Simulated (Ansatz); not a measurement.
ZnS (P3m1, No. 156, 32 atoms in the cell; start mp-556775; a measured phase of this formula has another space group) was calculated with r²SCAN+rVV10 (plane waves, PAW; Ansatz, an electronic-structure program).

Run with plane-wave cutoff 560 eV, 12×12×1 k mesh (along the axes of the cell as run), Fermi–Dirac smearing 0.01 eV, scalar-relativistic PAW data made under PBE.

Cell (relaxed at this level):

```cif
data_S16Zn16
_chemical_formula_sum 'Zn16 S16'
_space_group_name_H-M_alt 'P3m1'
_space_group_IT_number 156
_space_group_name_Hall 'P 3 -2"'
_cell_length_a 3.79368
_cell_length_b 3.79368
_cell_length_c 49.66598
_cell_angle_alpha 90.000
_cell_angle_beta 90.000
_cell_angle_gamma 120.000
loop_
_atom_site_label
_atom_site_type_symbol
_atom_site_symmetry_multiplicity
_atom_site_Wyckoff_symbol
_atom_site_fract_x
_atom_site_fract_y
_atom_site_fract_z
_atom_site_occupancy
Zn1 Zn 1 b 0.33333 0.66667 0.56256 1
Zn2 Zn 1 c 0.66667 0.33333 0.12496 1
Zn3 Zn 1 a 0.00000 0.00000 0.37496 1
Zn4 Zn 1 b 0.33333 0.66667 0.06256 1
Zn5 Zn 1 c 0.66667 0.33333 0.50001 1
Zn6 Zn 1 b 0.33333 0.66667 0.31244 1
Zn7 Zn 1 c 0.66667 0.33333 0.25003 1
Zn8 Zn 1 a 0.00000 0.00000 0.81254 1
Zn9 Zn 1 c 0.66667 0.33333 0.75001 1
Zn10 Zn 1 a 0.00000 0.00000 0.18749 1
Zn11 Zn 1 b 0.33333 0.66667 0.43750 1
Zn12 Zn 1 b 0.33333 0.66667 0.93749 1
Zn13 Zn 1 a 0.00000 0.00000 0.62506 1
Zn14 Zn 1 c 0.66667 0.33333 0.87508 1
Zn15 Zn 1 b 0.33333 0.66667 0.68761 1
Zn16 Zn 1 a 0.00000 0.00000 0.00002 1
S1 S 1 a 0.00000 0.00000 0.23438 1
S2 S 1 b 0.33333 0.66667 0.35924 1
S3 S 1 c 0.66667 0.33333 0.29682 1
S4 S 1 c 0.66667 0.33333 0.54690 1
S5 S 1 b 0.33333 0.66667 0.10935 1
S6 S 1 c 0.66667 0.33333 0.79681 1
S7 S 1 b 0.33333 0.66667 0.98429 1
S8 S 1 c 0.66667 0.33333 0.92187 1
S9 S 1 a 0.00000 0.00000 0.85943 1
S10 S 1 b 0.33333 0.66667 0.60934 1
S11 S 1 a 0.00000 0.00000 0.42185 1
S12 S 1 b 0.33333 0.66667 0.73440 1
S13 S 1 a 0.00000 0.00000 0.67195 1
S14 S 1 a 0.00000 0.00000 0.04690 1
S15 S 1 c 0.66667 0.33333 0.17177 1
S16 S 1 b 0.33333 0.66667 0.48429 1
```

### Question
Give the computed band gap.

### Answer

- band gap: 2.73 eV (on the SCF k mesh)

Note: the relaxation could not lower the start's symmetry, so the cell can be a saddle point above a distorted one.

Computing time: roughly 20 core-minutes.

A start named mp-… is a Materials Project structure, which need not be a measured phase.
